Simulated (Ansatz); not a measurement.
**Ansatz (a quantum-chemistry and plane-wave program) run on Ni2Ge (P3m1, 6 atoms in the cell): self-consistent single point**

Level of theory: PBEsol, default PAW files made with PBE (plane waves; Ansatz).

Input:

Ansatz 0.2 input:
```yaml
crystal:
  lattice:
    - [3.991749, 0.000000, 0.000000]
    - [-1.995875, 3.456957, 0.000000]
    - [0.000000, 0.000000, 5.038952]
  atoms:
    - { symbol: Ni, position: [0.666667, 0.333333, 0.259923] }
    - { symbol: Ni, position: [0.333333, 0.666667, 0.750000] }
    - { symbol: Ni, position: [0.000000, 0.000000, 0.000000] }
    - { symbol: Ni, position: [0.000000, 0.000000, 0.500000] }
    - { symbol: Ge, position: [0.666667, 0.333333, 0.750000] }
    - { symbol: Ge, position: [0.333333, 0.666667, 0.250000] }
basis:
  ecutwfc: 420.0
kpoints:
  mp_grid: { grid: [10, 10, 7] }
hamiltonian:
  xc: pbesol
  pseudopotentials: { kind: paw }
scf:
  occupations: { method: fermi_dirac, width: 0.1 }
output:
  forces: true
  eigenvalues: true
  stress: true
```

Output, abridged:

```
WARN the atoms were moved onto the symmetric positions of the space group found under crystal.symmetry.tolerance 1.0e-5 (fractional …
WARN ansatz: RAYON_NUM_THREADS=1 ignored (pool sized by the plan → 1); use --threads N
Pseudopotentials: kind: paw
Pseudopotential: Ni, paw, valence charge 18
Pseudopotential: Ge, paw, valence charge 14
Crystal: 6 atoms, lattice volume = 69.534 Å³
Basis set: ecut = 420 eV, 1397 PW (Γ), exchange–correlation on 54×54×72 points (8 copies of the dense FFT grid, shifted against one another)
Bands: 60, of which v1, the nominal top of the filled ones, is band 50 counted from 1 (49 counted from 0)
Symmetry: 6 space group operations
Space group: P3m1 (ITA 156), of the structure as read, at distance tolerance 4.1e-5 Å
k-points: 80 of 700 (time reversal used)
PAW frozen core: Ni, regenerated for the run's functional, and the local potential with it
PAW frozen core: Ge, regenerated for the run's functional, and the local potential with it
Initial density: superposition of atomic densities (neutral atoms: chi_scale 0, normalization atom), corrected by the library's trained network
Initial wavefunctions: pseudopotential atomic-orbital guess
Eigensolver: davidson
Functional: x = pbesol(κ = 0.804, μ = 0.12345679012345678), c = pbesol(β = 0.046)
SCF iter   1: F=—  HF=-31728.966321 eV  |F-HF|=—  |Δ(HF+E_count)|=         —  Δρ=2.29e-2  dr2=2.11e-1  ethr=1.77e-3  ⟨swp⟩=5.6  Hψ=15026  notcnv=0  defer=84
all-band conjugate gradients solve this SCF's bands
preconditioner: auto → Kerker (q_TF=auto, 2.899 Å⁻¹)
SCF iter   2: F=—  HF=-31728.937407 eV  |F-HF|=—  |Δ(HF+E_count)|=   2.89e-2  Δρ=6.41e-3  dr2=1.94e-2  ethr=2.11e-4  ⟨swp⟩=3.0  Hψ=9900  notcnv=0  defer=152
SCF iter   3: F=—  HF=-31728.934950 eV  |F-HF|=—  |Δ(HF+E_count)|=   2.46e-3  Δρ=1.71e-3  dr2=1.70e-3  ethr=1.94e-5  ⟨swp⟩=1.1  Hψ=4720  notcnv=0  defer=152
SCF iter   4: F=—  HF=-31728.934643 eV  |F-HF|=—  |Δ(HF+E_count)|=   3.07e-4  Δρ=2.85e-4  dr2=4.22e-5  ethr=1.70e-6  ⟨swp⟩=2.3  Hψ=6860  notcnv=0  defer=152
SCF iter   5: F=—  HF=-31728.934653 eV  |F-HF|=—  |Δ(HF+E_count)|=   1.03e-5  Δρ=1.83e-4  dr2=1.16e-5  ethr=4.22e-8  ⟨swp⟩=2.0  Hψ=7444  notcnv=0  defer=152
SCF iter   6: F=—  HF=-31728.934653 eV  |F-HF|=—  |Δ(HF+E_count)|=   6.30e-7  Δρ=4.67e-5  dr2=1.51e-6  ethr=1.16e-8  ⟨swp⟩=2.6  Hψ=8733  notcnv=0  defer=152
SCF iter   7: F=—  HF=-31728.934652 eV  |F-HF|=—  |Δ(HF+E_count)|=   1.48e-7  Δρ=2.42e-5  dr2=4.06e-7  ethr=1.51e-9  ⟨swp⟩=2.1  Hψ=7324  notcnv=0  defer=152
SCF iter   8: F=-31728.934652 eV  HF=-31728.934652 eV  |F-HF|=2.58e-8  |Δ(HF+E_count)|=   6.28e-8  Δρ=6.35e-6  dr2=2.91e-8  ethr=1.00e-10  ⟨swp⟩=7.5  Hψ=20764  notcnv=0
SCF 1 converged in 8 iterations: F = -31728.934652 eV  dr2 = 2.91e-8
SCF converged after 8 iterations
Free energy (F): -31728.934652 eV
Harris-Foulkes:  -31728.934652 eV  (|F-HF|=2.58e-8)
Internal energy: -31728.819183 eV  (E = F + TS)
E sigma→0 (E₀):  -31728.876918 eV
Entropy (-TS):   -0.115469 eV (-19.245 meV/atom)
Fermi energy:    17.903579 eV
--- Per-component energies (eV) ---
  E_band       = -1207.035881
  E_kinetic    = 1369.182286
  E_local      = -17868.334061  (includes V_loc(G=0)·N_el)
  E_nonlocal   = 3406.573963
  E_hartree    = 7606.544680
  E_xc         = -491.243291
  E_vxc        = -571.480935  (∫ρ·V_xc dr)
  E_paw        = -10357.600112  (= ΣΔE_a)
  E_vpaw       = -2756.072306  (= ΣTr[D̂ρ^β])
  E_aug_tail   = 0.002407  (compensation charges beyond the density's cutoff)
  E_ewald      = -15396.570084
  E_core_change = 2.625028  (= ΣΔE_core)
  E_smearing   = -0.115469  (= −TS)
  E_closure    = 0.000000  (closes the sum)
  Σ components = -31728.934652   (vs F -31728.934652, Δ=0.00e0)
--- Forces (eV/Å), atoms counted from 1 ---
  atom   1  Ni     0.00000000     0.00000000    -0.23602454
  atom   2  Ni     0.00000000     0.00000000     0.04249205
  atom   3  Ni     0.00000000    -0.00000000     0.05764054
  atom   4  Ni     0.00000000    -0.00000000     0.06190113
  atom   5  Ge     0.00000000     0.00000000     0.13729209
  atom   6  Ge    -0.00000000    -0.00000000    -0.06330173
  max |Σ_I F_I| component: 4.66e-7 eV/Å
--- Stress (GPa, compression-positive) ---
       -2.901994       0.000000      -0.000000
        0.000000      -2.901994      -0.000000
       -0.000000      -0.000000      -2.347156
  P = ⅓ Tr σ = -2.7170 GPa (-27.170 kbar)
  The stress holds the Pulay correction. Without it, at fixed plane waves, as pw.x and ABINIT print it: P = -2.7760 GPa
--- Band table (eV; the first three rows and the last of 80) ---
  k-point 0: bands = ["-85.1548", "-85.1539", "-84.9021", "-84.8914", "-45.7676", "-45.7676", "-45.7653", "-45.7653", "-45.6466", "-45.6435", "-45.5421", "-45.4458", "-45.4458", "-45.4372", "-45.4372", "-45.4363", "-6.9106", "-6.9013", "-6.8800", [...]
  k-point 1: bands = ["-85.1548", "-85.1539", "-84.9017", "-84.8918", "-45.7675", "-45.7675", "-45.7654", "-45.7654", "-45.6465", "-45.6437", "-45.5369", "-45.4456", "-45.4456", "-45.4415", "-45.4375", "-45.4375", "-6.9094", "-6.9011", "-6.8790", [...]
  k-point 2: bands = ["-85.1548", "-85.1540", "-84.9006", "-84.8929", "-45.7673", "-45.7673", "-45.7656", "-45.7656", "-45.6463", "-45.6441", "-45.5222", "-45.4561", "-45.4449", "-45.4449", "-45.4381", "-45.4381", "-6.9067", "-6.9008", "-6.8762", [...]
  k-point 79: bands = ["-85.1546", "-85.1539", "-84.8996", "-84.8942", "-45.7686", "-45.7677", "-45.7673", "-45.7662", "-45.6474", "-45.6463", "-45.4992", "-45.4767", "-45.4447", "-45.4445", "-45.4371", "-45.4369", "-6.8994", "-6.8990", "-6.8718", [...]
```

The run converged in 8 iterations.

The starting cell comes from a database of computed structures (which also holds hypothetical and non-ambient phases and stackings), without a prior relaxation at this level. Its lattice was rescaled by up to half a per cent. One atom was moved a little off its site on purpose. Spin polarisation is off. Ansatz's pressure includes its estimate of the finite-basis (Pulay) stress.
